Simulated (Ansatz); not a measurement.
# A 2x2 cell of the 1x1 (100) surface of fcc Cu, relaxed from a rattled start

Level of theory: PBE (plane waves to 420 eV, PAW; Ansatz, a program for electronic structure).

Set-up: 16 atoms, 5.4 Å thick at the start (thin: gaps and levels are the slab's own); mesh 6x6x1; 0.1 eV smearing; dipole correction on; 8 atoms held, the rest relaxed; no symmetry held; no spin, no spin-orbit, no U.

- work function of the top face: 4.55 eV
- energy released by relaxation: 0.29 eV
- energy gained against the symmetric clean supercell: 0.000 eV
- cost: roughly 15 core-minutes
